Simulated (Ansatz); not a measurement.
Input of the mobility step, Ansatz (a program for electronic structure) with r2SCAN, finite-displacement electron-phonon coupling, linearised Boltzmann equation, C (Fd-3m). Condition of this run: measured lattice constant, not relaxed.

Ansatz 0.2 input:
```
crystal:
  lattice:
    - [0.0, 1.785, 1.785]
    - [1.785, 0.0, 1.785]
    - [1.785, 1.785, 0.0]
  atoms:
    - { symbol: C, position: [0.0, 0.0, 0.0] }
    - { symbol: C, position: [0.25, 0.25, 0.25] }
kpoints:
  mp_grid: { grid: [8, 8, 8] }
hamiltonian:
  xc: r2scan
  pseudopotentials: { kind: paw }
scf:
  occupations: { method: fixed }
phonons:
  supercell: [4, 4, 4]
  carrier_mobility: { temperatures: [150, 200, 250, 300, 350, 400, 500, 600] }
```

An excerpt of its output:

```
--- Carrier mobility (electrons): potentials and phonons of a 4×4×4 supercell ---
  scattering by the run's harmonic phonons alone; scattering by impurities, by other carriers and their screening is left out, and so is spin–orbit coupling
  band edge at 17.5813 eV
  valley at (0.0000 0.3636 0.3636), 6 points alike, 0.00 meV above the edge
  a displaced site's charge and quadrupole, each over the dielectric constant: up to 0.000 e and 0.241 e·Å; the charges' sum missed by 0.136 e
  the run chose the mesh 132×132×132 (1.6 steps from a valley's bottom to the thermal energy of 150 K, as the couplings on a denser one leave too little of the memory); type phonons.carrier_mobility.mesh for another
  mobility, cm²/(V·s), of a tensor a third of its trace; what the velocities' spread within the cells of the mesh adds; mean energy transported, in kT; Lorenz number, in (k/e)²:
           mesh  steps/k_T     T (K)         cm⁻³     solution         MRTA        SERTA  in cells    energy    Lorenz
    132×132×132       1.55    150.00          few     5.7551e3     5.7316e3     5.5516e3    6.96 %     1.968     1.910
    132×132×132       1.79    200.00          few     3.6015e3     3.5885e3     3.4755e3    5.24 %     1.962     1.840
    132×132×132       2.00    250.00          few     2.4440e3     2.4353e3     2.3614e3    4.19 %     1.944     1.708
    132×132×132       2.19    300.00          few     1.7185e3     1.7122e3     1.6639e3    3.47 %     1.915     1.547
    132×132×132       2.36    350.00          few     1.2342e3     1.2295e3     1.1982e3    2.96 %     1.879     1.394
    132×132×132       2.53    400.00          few     9.0377e2     9.0024e2     8.7989e2    2.59 %     1.838     1.265
    132×132×132       2.83    500.00          few     5.1636e2     5.1435e2     5.0535e2    2.11 %     1.757     1.109
    132×132×132       3.09    600.00          few     3.2095e2     3.1980e2     3.1543e2    1.80 %     1.692     1.064
       66×66×66       0.77    150.00          few     6.1456e3     6.1152e3     6.0578e3   27.66 %     1.887     1.903
       66×66×66       0.89    200.00          few     3.7517e3     3.7358e3     3.6912e3   21.21 %     1.909     1.848
       66×66×66       1.00    250.00          few     2.5084e3     2.4982e3     2.4650e3   17.00 %     1.909     1.718
       66×66×66       1.09    300.00          few     1.7470e3     1.7400e3     1.7163e3   14.06 %     1.893     1.556
       66×66×66       1.18    350.00          few     1.2470e3     1.2419e3     1.2256e3   11.94 %     1.865     1.399
       66×66×66       1.26    400.00          few     9.0968e2     9.0595e2     8.9488e2   10.41 %     1.829     1.268
       66×66×66       1.41    500.00          few     5.1769e2     5.1563e2     5.1053e2    8.41 %     1.753     1.110
       66×66×66       1.55    600.00          few     3.2122e2     3.2005e2     3.1754e2    7.16 %     1.690     1.064
  SERTA leaves out what is scattered into a state
  not converged in the mesh: from the mesh of half the divisions the mobility moves by up to 6.79 %; 7.0 % of it stand in the velocities' spread within the cells; MRTA moves by up to 6.69 %
  the changes of the potential over all sites missed a rigid shift's by 0.01 % (the site terms' by 0.26 %, the kinetic term's by 0.10 %)
  the long waves of the potentials, up to 0.762 1/Å, are read off 3 elongated supercells
  the phonons are corrected at the wavevectors of the elongated supercells: the repeat alone misses a frequency there by up to 3.00 %, and what leaves one of them out by up to 1.68 %
```

Scattering by harmonic phonons alone: no impurities, screening or carrier-carrier scattering, bands fixed at 0 K. From a coarser fine mesh the values given move by up to 7 %. The mesh was bound by memory.
